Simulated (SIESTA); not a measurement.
Band structure of LiBr (Fm-3m, 2 atoms in the cell).

```yaml
crystal:
  lattice:
    - [0.00000, 2.72269, 2.72269]
    - [2.72269, 0.00000, 2.72269]
    - [2.72269, 2.72269, 0.00000]
  atoms:
    - { symbol: Li, position: [0.00000, 0.00000, 0.00000] }
    - { symbol: Br, position: [0.50000, 0.50000, 0.50000] }
```

Computed with SIESTA with LDA PW92, numerical atomic orbitals TZP, PseudoDojo LDA standard norm-conserving potentials (rewritten from UPF to PSML).

Settings: XC.functional = LDA; XC.authors = PW92; potentials = PseudoDojo LDA standard; PAO.BasisSize = TZP; PAO.EnergyShift = 0.01 Ry; MeshCutoff = 350 Ry; kgrid.MonkhorstPack = 10 10 10; OccupationFunction = FD; ElectronicTemperature = 116.05 K; PAO.Polarization.NonPerturbative = true; MaxSCFIterations = 150; SCF.Mixer.Method = Pulay; SCF.Mixer.Weight = 0.25; SCF.Mixer.History = 8.

The starting cell comes from a database of computed structures (which also holds hypothetical and non-ambient phases and stackings), without a prior relaxation at this level. Values carry the incompleteness of an atom-centred basis.

Q: Predict the gap along the standard path and the places of the band edges.

A: The gap along the path is 4.89 eV, direct at Γ to within 0.01 eV.

Levels in eV from the top of the valence band on the path, bands 2 to 6:
```json
[
 {"point": "Γ", "2": "-13.60", "3": "-0.01", "4": "-0.01", "5": "-0.01", "6": "4.89"},
 {"point": "X", "2": "-12.84", "3": "-3.13", "4": "-1.23", "5": "-1.23", "6": "6.40"},
 {"point": "W", "2": "-12.85", "3": "-2.33", "4": "-2.33", "5": "-1.22", "6": "8.20"},
 {"point": "K", "2": "-12.88", "3": "-2.71", "4": "-1.99", "5": "-0.93", "6": "6.82"},
 {"point": "L", "2": "-13.08", "3": "-3.08", "4": "-0.25", "5": "-0.25", "6": "5.63"},
 {"point": "U", "2": "-12.88", "3": "-2.71", "4": "-1.99", "5": "-0.93", "6": "6.82"}
]
```

Higher empty bands are left out: an atom-centred basis made for the valence describes them poorly.
